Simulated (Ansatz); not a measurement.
## Fermi-surface data of MoPt₂ (Immm)

Data:

```yaml
crystal:
  lattice:
    - [-1.37578, 1.96167, 4.13260]
    - [1.37578, -1.96167, 4.13260]
    - [1.37578, 1.96167, -4.13260]
  atoms:
    - { symbol: Mo, position: [0.00000, 0.00000, 0.00000] }
    - { symbol: Pt, position: [0.66335, 0.66335, 0.00000] }
    - { symbol: Pt, position: [0.33665, 0.33665, 0.00000] }
```

Level of theory: PBEsol, rigid bands (plane waves, PAW, scalar-relativistic; Ansatz, a quantum-chemistry and plane-wave program). Geometry: cell and atoms relaxed with PBEsol.

```
Item                                                                   Value
------------------------------------  --------------------------------------
density of states at the Fermi level       1.85 states/(eV·cell), both spins
bare Sommerfeld coefficient                        1.45 mJ/(mol of atoms·K²)
Drude plasma energy                             8.0 (x), 5.2 (y), 4.4 (z) eV
root-mean-square Fermi velocity                                    5.8e5 m/s
resistivity times τ                   7.7 (x), 18.4 (y), 25 (z) ×10⁻²² Ω·m·s
```

A metal at this level (no band gap); rigid bands, thermally averaged at 300 K, both spins. Spin-orbit coupling is left out, which matters with elements this heavy. τ is one relaxation time for all states.

Formula and space group known from diffraction (Crystallography Open Database), not checked to be the room-temperature form: MoPt2 (Immm).
